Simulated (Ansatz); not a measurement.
**A self-consistent single point of Ir3Pd (Fm-3m, 4 atoms in the cell) with Ansatz (a quantum-chemistry and plane-wave program)**

Method of the run: PBEsol, default PAW files made with PBE (plane waves; Ansatz).

This input was run:

Ansatz 0.2 input:
```yaml
# Ir3Pd
crystal:
  lattice:
    - [0.00000000, 3.19431400, 3.19431400]
    - [3.19431400, 0.00000000, 3.19431400]
    - [3.19431400, 3.19431400, 0.00000000]
  atoms:
    - { symbol: Pd, position: [0.00000000, 0.00000000, 0.00000000] }
    - { symbol: Ir, position: [0.50000000, 0.50000000, 0.50000000] }
    - { symbol: Ir, position: [0.25000000, 0.25000000, 0.25000000] }
    - { symbol: Ir, position: [0.75000000, 0.75000000, 0.75000000] }
basis:
  ecutwfc: 420.0
kpoints:
  mp_grid: { grid: [12, 12, 12] }
hamiltonian:
  xc: pbesol
  pseudopotentials: { kind: paw }
scf:
  occupations: { method: methfessel_paxton, width: 0.1 }
output:
  forces: true
  eigenvalues: true
  stress: true
```

The program printed (abridged):

```
WARN ansatz: RAYON_NUM_THREADS=1 ignored (pool sized by the plan → 1); use --threads N
Pseudopotentials: kind: paw
Pseudopotential: Pd, paw, valence charge 18
Pseudopotential: Ir, paw, valence charge 17
Crystal: 4 atoms, lattice volume = 65.187 Å³
Basis set: ecut = 420 eV, 1243 PW (Γ), exchange–correlation on 64×64×64 points (8 copies of the dense FFT grid, shifted against one another)
Bands: 42, of which v1, the nominal top of the filled ones, is band 35 counted from 1 (34 counted from 0)
Symmetry: 48 space group operations
Space group: Fm-3m (ITA 225), of the structure as read, at distance tolerance 4.0e-5 Å
k-points: 72 of 1728
PAW frozen core: Pd, regenerated for the run's functional, and the local potential with it
PAW frozen core: Ir, regenerated for the run's functional, and the local potential with it
Initial density: superposition of atomic densities (neutral atoms: chi_scale 0, normalization atom), corrected by the library's trained network
Initial wavefunctions: pseudopotential atomic-orbital guess
Eigensolver: davidson
Functional: x = pbesol(κ = 0.804, μ = 0.12345679012345678), c = pbesol(β = 0.046)
SCF iter   1: F=—  HF=-42300.982710 eV  |F-HF|=—  |Δ(HF+E_count)|=         —  Δρ=1.80e-2  dr2=3.03e-1  ethr=1.77e-3  ⟨swp⟩=5.2  Hψ=10713  notcnv=0  defer=14
all-band conjugate gradients solve this SCF's bands
preconditioner: auto → Kerker (q_TF=auto, 2.754 Å⁻¹)
SCF iter   2: F=—  HF=-42300.961479 eV  |F-HF|=—  |Δ(HF+E_count)|=   2.12e-2  S|Δr|=    0.00e0  Δρ=9.01e-3  dr2=8.22e-2  ethr=4.39e-4  ⟨swp⟩=1.0  Hψ=3600  notcnv=0  defer=21
SCF iter   3: F=—  HF=-42300.954414 eV  |F-HF|=—  |Δ(HF+E_count)|=   7.07e-3  S|Δr|=    0.00e0  Δρ=1.38e-3  dr2=5.29e-4  ethr=1.19e-4  ⟨swp⟩=1.0  Hψ=2912  notcnv=0  defer=21
SCF iter   4: F=—  HF=-42300.954359 eV  |F-HF|=—  |Δ(HF+E_count)|=   5.54e-5  S|Δr|=    0.00e0  Δρ=4.74e-4  dr2=2.48e-4  ethr=7.67e-7  ⟨swp⟩=2.1  Hψ=4259  notcnv=0  defer=21
SCF iter   5: F=—  HF=-42300.954342 eV  |F-HF|=—  |Δ(HF+E_count)|=   1.61e-5  S|Δr|=    0.00e0  Δρ=1.76e-4  dr2=3.67e-5  ethr=3.60e-7  ⟨swp⟩=1.0  Hψ=2912  notcnv=0  defer=21
SCF iter   6: F=—  HF=-42300.954340 eV  |F-HF|=—  |Δ(HF+E_count)|=   2.92e-6  S|Δr|=    0.00e0  Δρ=1.37e-5  dr2=1.08e-7  ethr=5.33e-8  ⟨swp⟩=1.0  Hψ=2913  notcnv=0  defer=21
SCF iter   7: F=-42300.954340 eV  HF=-42300.954340 eV  |F-HF|=5.25e-9  |Δ(HF+E_count)|=   3.77e-8  S|Δr|=    0.00e0  Δρ=3.34e-6  dr2=7.72e-9  ethr=1.45e-10  ⟨swp⟩=7.6  Hψ=10644  notcnv=0
SCF 1 converged in 7 iterations: F = -42300.954340 eV  dr2 = 7.72e-9
SCF converged after 7 iterations
Stability not checked (fill_not_monotonic)
Free energy (F): -42300.954340 eV
Harris-Foulkes:  -42300.954340 eV  (|F-HF|=5.25e-9)
Internal energy: -42300.958834 eV  (E = F + TS)
E sigma→0 (E₀):  -42300.955463 eV
Entropy (-TS):   0.004495 eV (1.124 meV/atom)
Fermi energy:    20.205706 eV
--- Per-component energies (eV) ---
  E_band       = -613.725478
  E_kinetic    = 2367.652930
  E_local      = -5586.804882  (includes V_loc(G=0)·N_el)
  E_nonlocal   = 448.491345
  E_hartree    = 2144.298688
  E_xc         = -958.887404
  E_vxc        = -1099.245629  (∫ρ·V_xc dr)
  E_paw        = -30950.489267  (= ΣΔE_a)
  E_vpaw       = -1032.416424  (= ΣTr[D̂ρ^β])
  E_aug_tail   = 0.000414  (compensation charges beyond the density's cutoff)
  E_ewald      = -9766.319038
  E_core_change = 1.098378  (= ΣΔE_core)
  E_smearing   = 0.004495  (= −TS)
  E_closure    = -0.000000  (closes the sum)
  Σ components = -42300.954340   (vs F -42300.954340, Δ=0.00e0)
--- Forces (eV/Å), atoms counted from 1 ---
  atom   1  Pd    -0.00000000     0.00000000     0.00000000
   [... zero for the other atoms too ...]
  max |Σ_I F_I| component: 6.94e-18 eV/Å
--- Stress (GPa, compression-positive) ---
      -27.225062       0.000000       0.000000
       -0.000000     -27.225062       0.000000
        0.000000      -0.000000     -27.225062
  P = ⅓ Tr σ = -27.2251 GPa (-272.251 kbar)
  The stress holds the Pulay correction. Without it, at fixed plane waves, as pw.x and ABINIT print it: P = -27.2708 GPa
--- Band table (eV; the first three rows and the last of 72) ---
  k-point 0: bands = ["-71.8642", "-71.8499", "-71.7920", "-63.9821", "-29.7405", "-29.7405", "-29.7405", "-28.7480", "-28.7480", "-28.7480", "-28.6923", "-28.6923", "-28.6923", "-28.4906", "-28.4906", "-28.4906", "11.3380", "14.6351", "14.6351", [...]
  k-point 1: bands = ["-71.8637", "-71.8500", "-71.7924", "-63.9821", "-29.7407", "-29.7407", "-29.7404", "-28.7563", "-28.7526", "-28.7526", "-28.6878", "-28.6878", "-28.6787", "-28.4963", "-28.4903", "-28.4903", "11.4404", "14.6942", "14.6942", [...]
  k-point 2: bands = ["-71.8624", "-71.8502", "-71.7934", "-63.9821", "-29.7414", "-29.7414", "-29.7403", "-28.7650", "-28.7626", "-28.7626", "-28.6778", "-28.6778", "-28.6573", "-28.5096", "-28.4896", "-28.4896", "11.7402", "14.8672", "14.8672", [...]
  k-point 71: bands = ["-71.8527", "-71.8527", "-71.8007", "-63.9822", "-29.7485", "-29.7414", "-29.7414", "-28.8338", "-28.7542", "-28.7542", "-28.6829", "-28.6278", "-28.6276", "-28.5128", "-28.5128", "-28.4786", "14.5708", "14.5708", "14.6057", [...]
```

The run converged in 7 iterations.

The starting cell was generated: these elements placed on a structure prototype, without a prior relaxation; it need not be a known phase or ordering of this composition. Its lattice was rescaled by a random factor within 2.5 % of one. Spin-orbit coupling is off. Spin polarisation is off. With a pressure of about -27 GPa the cell is away from its equilibrium volume at this level. Ansatz's pressure includes its estimate of the finite-basis (Pulay) stress.
